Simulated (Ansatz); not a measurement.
A computed series for hypothetical P6_3/mmc PbS: response to strain

The parent structure is PbS (space group P6_3/mmc, No. 194; a = 4.9511 Å, c = 5.9161 Å; a hypothetical phase, not in the database extracts checked). Axes: x lies along a and z along c of the hexagonal cell.

Strains are applied to the cell and any free atomic positions relax; under stress the whole cell relaxes.

Calculations: PBEsol (Ansatz, a first-principles code; PAW; 420 eV plane waves; without spin-orbit coupling).

Notes on the quantities. pressure: mean of the normal stresses, compression positive; energy relative to the base: free energy F.

```csv
case,band gap,gap character,pressure,energy relative to the base
base,1.29 eV,direct at H,-0.1 kbar,0 meV/atom
isotropic strain −5.19 %,0.87 eV,"indirect, H → k = (0.125, 0.125, 0.167) in the run's primitive reciprocal basis",102.9 kbar,+130 meV/atom
uniaxial strain ε_zz = −2.58 %,1.27 eV,direct at H,14.7 kbar,+8.8 meV/atom
"uniaxial stress, 8 GPa compression along x",0.29 eV,"indirect, Y–C₀ (40 % along) → Σ₀–Γ (31 % along)",–,+106 meV/atom
tensor shear ε_yz = +1.78 %,1.08 eV,direct at D,-0.1 kbar,+1.7 meV/atom
```

Spin-orbit coupling, missing from the scalar runs, can matter with Pb. Beyond what the load breaks, stability against distortions was not tested. The base started in P6_3mc and relaxed to P6_3/mmc at this level. Under uniaxial stress, 8 GPa compression along x the cell changed shape so far that it is another structure. A zero or small gap of PbS under uniaxial stress, 8 GPa compression along x can be the functional's error rather than a property of the material. Labels are those of the standard path for the cell's own space group.
